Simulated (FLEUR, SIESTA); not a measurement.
A FLEUR input for a self-consistent single point of BaTe (Fm-3m, 2 atoms in the cell) (DFT, PBEsol, all-electron FLAPW (FLEUR), scalar-relativistic valence):

Input of the input generator:

```
BaTe crystal
&input film=f /
0.0000000000 3.5000000000 3.5000000000
3.5000000000 0.0000000000 3.5000000000
3.5000000000 3.5000000000 0.0000000000
1.8897261246
1.0 1.0 1.0

2
56 0.0000000000 0.0000000000 0.0000000000
52 0.5000000000 0.5000000000 0.5000000000

&comp jspins=1 /
&exco xctyp='PBEs' /
&kpt div1=8 div2=8 div3=8 gamma=t /
&end /
```

```xml
<?xml version="1.0" encoding="UTF-8" standalone="no"?>
<fleurInput fleurInputVersion="0.39">
   <comment>
      BaTe crystal                                                                                        
   </comment>
   <calculationSetup>
      <cutoffs Kmax="3.8" Gmax="15.2" GmaxXC="15.2" numbands="0"/>
      <scfLoop itmax="80" minDistance="0.00001" maxIterBroyd="15" imix="Anderson" alpha="0.05" precondParam="0.0" spinf="2.0"/>
      <coreElectrons ctail="T" frcor="F" kcrel="0" coretail_lmax="0"/>
      <xcFunctional name="PBEs" relativisticCorrections="F"/>
      <magnetism jspins="1"/>
      <soc l_soc="F" theta="0.0" phi="0.0" spav="F"/>
      <expertModes spex="0" secvar="F"/>
      <geometryOptimization l_f="T" forcealpha="1.0" forcemix="BFGS" epsdisp="0.00001" epsforce="0.00001"/>
      <ldaU l_linMix="F" mixParam="0.05" spinf="1.0"/>
   </calculationSetup>
   <cell>
      <bzIntegration valenceElectrons="26.0" mode="hist" fermiSmearingEnergy="0.00036749">
         <kPointListSelection listName="default-1"/>
         <!-- k-points included here -->
         <xi:include xmlns:xi="http://www.w3.org/2001/XInclude" href="kpts.xml"> </xi:include>
      </bzIntegration>
      <!-- symmetry operations included here -->
      <xi:include xmlns:xi="http://www.w3.org/2001/XInclude" href="sym.xml"> </xi:include>
      <bulkLattice scale="1.0">
         <bravaisMatrix>
            <row-1>    0.0000000000000000     6.6140414360999999     6.6140414360999999</row-1>
            <row-2>    6.6140414360999999     0.0000000000000000     6.6140414360999999</row-2>
            <row-3>    6.6140414360999999     6.6140414360999999     0.0000000000000000</row-3>
         </bravaisMatrix>
      </bulkLattice>
   </cell>
   <atomSpecies>
      <species name="Barium (Ba)" element="Ba" atomicNumber="56">
         <mtSphere radius="2.68" gridPoints="925" logIncrement="0.014"/>
         <atomicCutoffs lmax="10" lnonsphr="8"/>
         <electronConfig flipSpins="F">
            <coreConfig>(1s1/2) (2s1/2) (2p1/2) (2p3/2) (3s1/2) (3p1/2) (3p3/2) (4s1/2) (3d3/2) (3d5/2) (4p1/2) (4p3/2) (4d3/2) (4d5/2)</coreConfig>
            <valenceConfig>(5s1/2) (5p1/2) (5p3/2) (6s1/2)</valenceConfig>
         </electronConfig>
         <energyParameters s="6" p="6" d="5" f="4"/>
         <lo type="SCLO" l="0" n="5" eDeriv="0"/>
         <lo type="SCLO" l="1" n="5" eDeriv="0"/>
      </species>
      <species name="Tellurium (Te)" element="Te" atomicNumber="52">
         <mtSphere radius="2.68" gridPoints="925" logIncrement="0.014"/>
         <atomicCutoffs lmax="10" lnonsphr="8"/>
         <electronConfig flipSpins="F">
            <coreConfig>(1s1/2) (2s1/2) (2p1/2) (2p3/2) (3s1/2) (3p1/2) (3p3/2) (4s1/2) (3d3/2) (3d5/2) (4p1/2) (4p3/2)</coreConfig>
            <valenceConfig>(5s1/2) (4d3/2) (4d5/2) (5p1/2) (5p3/2)</valenceConfig>
            <stateOccupation state="(5p1/2)" spinUp="0.6666666666667" spinDown="0.6666666666667"/>
            <stateOccupation state="(5p3/2)" spinUp="1.3333333333333" spinDown="1.3333333333333"/>
         </electronConfig>
         <energyParameters s="5" p="5" d="5" f="4"/>
         <lo type="SCLO" l="2" n="4" eDeriv="0"/>
      </species>
   </atomSpecies>
   <atomGroups>
      <atomGroup species="Barium (Ba)">
         <relPos label="                   1">.0000000000 .0000000000 .0000000000</relPos>
         <force calculate="T" relaxXYZ="TTT"/>
      </atomGroup>
      <atomGroup species="Tellurium (Te)">
         <relPos label="                   2">1.000/2.000 1.000/2.000 1.000/2.000</relPos>
         <force calculate="T" relaxXYZ="TTT"/>
      </atomGroup>
   </atomGroups>
   <output dos="F" band="F" slice="F">
      <checks vchk="F" cdinf="F"/>
      <bandDOS minEnergy="-.5*Htr" maxEnergy="0.5*Htr" sigma="0.015" storeEVData="T"/>
      <vacuumDOS vacdos="F" integ="F" star="F" nstars="0" locx1="0.0" locy1="0.0" locx2="0.0" locy2="0.0" nstm="0" tworkf="0.0"/>
      <unfoldingBand unfoldBand="F" supercellX="1" supercellY="1" supercellZ="1"/>
      <plotting iplot="0" polar="F">
         <plot TwoD="T" vec1="  1.0  0.0  0.0" vec2="  0.0  1.0  0.0" vec3="  0.0  0.0  1.0" zero="  0.0  0.0  0.0" file="plot"/>
      </plotting>
      <chargeDensitySlicing numkpt="0" minEigenval="0.0" maxEigenval="0.0" nnne="0" pallst="F"/>
      <specialOutput eonly="F"/>
      <magneticCircularDichroism mcd="F" energyLo="-10.0" energyUp="0.0"/>
   </output>
  <!-- We include the file relax.xml here to enable relaxations (see documentation) -->
  <xi:include xmlns:xi="http://www.w3.org/2001/XInclude" href="relax.xml"> <xi:fallback/> </xi:include>
</fleurInput>
```

### Question
Give the SIESTA input for the same structure, mesh, smearing and functional.

### Answer
One input that does it (others would too):

```
# files in the folder: Ba.psml Te.psml (PseudoDojo PBEsol standard)
SystemName  BaTe
SystemLabel BaTe

NumberOfAtoms                2
NumberOfSpecies              2
%block ChemicalSpeciesLabel
  1 56 Ba
  2 52 Te
%endblock ChemicalSpeciesLabel
LatticeConstant              1.0 Bohr
%block LatticeVectors
     0.000000000    6.614041436    6.614041436
     6.614041436    0.000000000    6.614041436
     6.614041436    6.614041436    0.000000000
%endblock LatticeVectors
AtomicCoordinatesFormat      Bohr
%block AtomicCoordinatesAndAtomicSpecies
     0.000000000    0.000000000    0.000000000  1
     6.614041436    6.614041436    6.614041436  2
%endblock AtomicCoordinatesAndAtomicSpecies

XC.functional                GGA
XC.authors                   PBEsol
PAO.BasisSize                TZP
PAO.EnergyShift              0.01 Ry
MeshCutoff                   350 Ry
%block kgrid.MonkhorstPack
    8   0   0  0.0
    0   8   0  0.0
    0   0   8  0.0
%endblock kgrid.MonkhorstPack
OccupationFunction           FD
ElectronicTemperature        10.0 meV

MaxSCFIterations             150
SCF.Mixer.Method             Pulay
SCF.Mixer.Weight             0.25
SCF.Mixer.History            8
SCF.DM.Tolerance             1.0E-04
Diag.ParallelOverK           true
WriteForces                  true
```

Basis settings and potentials, where a program has them, do not carry over. This input uses DFT, GGA PBEsol, numerical atomic orbitals TZP, PseudoDojo PBEsol standard norm-conserving potentials (rewritten from UPF to PSML). Both were run: gap on the mesh 1.514 eV in FLEUR and 2.476 in SIESTA.

On SIESTA: the starting cell has typed, rounded lattice constants, without a prior relaxation at this level. Spin-orbit coupling is off. Values carry the incompleteness of an atom-centred basis. The basis of the alkali or alkaline-earth atoms may lack their empty d shell, which can raise the gap.

On FLEUR: the starting cell has typed, rounded lattice constants, without a prior relaxation at this level. Spin-orbit coupling is off. Values depend on the basis (sphere radii, cutoffs, local orbitals), which need not be converged.
